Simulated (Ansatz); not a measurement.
Input:

```xyz
1
Lattice="-1.5389 1.5389 1.5389 1.5389 -1.5389 1.5389 1.5389 1.5389 -1.5389" Properties=species:S:1:pos:R:3 pbc="T T T"
Mo     0.0000     0.0000     0.0000
```

No spin polarisation.

All numbers come from plane-wave PAW DFT at the r2SCAN level (Ansatz, an electronic-structure program, 500 eV), spin-orbit coupling left out. Γ-centred 29×29×29 mesh, Fermi–Dirac width 0.1 eV.

**Question.** Estimate the band gap.

**Answer.** Zero.

**Question.** Predict the pressure.

**Answer.** 22.1 GPa.

The cells carry an imposed strain or load. No phonon test of stability was made. The final runs are not spin-polarised. The cell was made from Mo in the bcc (W type) structure (space group Im-3m, No. 229) by this change: isotropic strain −2.32 %.
